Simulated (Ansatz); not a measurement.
Start from Os in the hcp (Mg type) structure (space group P6_3/mmc, No. 194; a = 2.738 Å, c = 4.319 Å; relaxed with 0.1 eV smearing). Axes: x lies along a and z along c of the hexagonal cell.

All numbers come from Ansatz (a first-principles code) r2SCAN, without spin-orbit coupling, earlier PAW set.

It is then changed as follows: every lattice vector is shortened by 1.52 %; the atoms relax in the strained cell.

Task: Predict the stress tensor and what it implies for the stiffness.

Result: Stress of the strained cell less that of the base (GPa, compression positive):
```
   21.4     0.0     0.0
    0.0    21.4     0.0
    0.0     0.0    23.0
```

Then B = −ΔP/(ΔV/V₀) with ΔV/V₀ = -0.0449 gives secant stiffness values (nonlinear terms included at this strain): B (at held cell shape, above the free-shape value) ≈ 488 GPa.

As a check, the harmonic strain energy −½ V₀ Δσ:ε is 44 meV/atom; the computed energy rise is 41 meV/atom.

Stability against distortions was not tested. All final runs are without spin polarisation.
